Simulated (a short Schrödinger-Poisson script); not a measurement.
Stack: MOS inversion layer, Al2O3 on p-type Si(110), at 300 K.

| layer | material | thickness (nm) | Na (cm⁻³) |
|---|---|---|---|
| 1 | Al2O3 | 4.6 | - |
| 2 | Si | 1500 | 8.2e16 |

The device is made up for the run: typed textbook-type constants, with dimensions and the other settings drawn at random. Al2O3: permittivity 9, conduction-band edge (eV) 2.7, gap (eV) 6.8, electron mass (mₑ) 0.3. Si: permittivity 11.7, conduction-band edge (eV) 0, gap (eV) 1.124, Nv at 300 K (cm⁻³) 3.1e19.

Channel valleys (confinement mass, in-plane density-of-states mass, number): Δ4 0.315, 0.324, 4; Δ2 0.19, 0.417, 2. At the gate the conduction-band edge of layer 1 lies 2.82 eV − eVg above the Fermi level of the channel; the field vanishes at the back. Gaps are held at their typed values at every temperature. Mesh 0.03 nm at interfaces.

Solved with a short Schrödinger-Poisson script written for these runs: 1D Poisson equation in equilibrium, electrons quantum, Hartree (BenDaniel-Duke, 12 states a valley, the channel's in-plane mass for all, wave functions ending at the dielectric), parabolic valleys, classical holes, full ionisation, no traps, pinning or gate leakage.

List the lowest subbands of each valley and their electrons at Vg = 1.7 V.


| valley | subband | energy from the Fermi level (meV) | electrons (cm⁻²) | share (%) |
|---|---|---|---|---|
| Δ4 | 0 | -1.3 | 1.01e13 | 81.9 |
| Δ4 | 1 | 106.5 | 2.26e11 | 1.8 |
| Δ4 | 2 | 157.5 | 3.17e10 | 0.3 |
| Δ2 | 0 | 37.4 | 1.90e12 | 15.5 |
| Δ2 | 1 | 134.2 | 5.00e10 | 0.4 |
| Δ2 | 2 | 190.2 | 5.73e9 | 0.0 |

All electrons: 1.23e13 cm⁻².
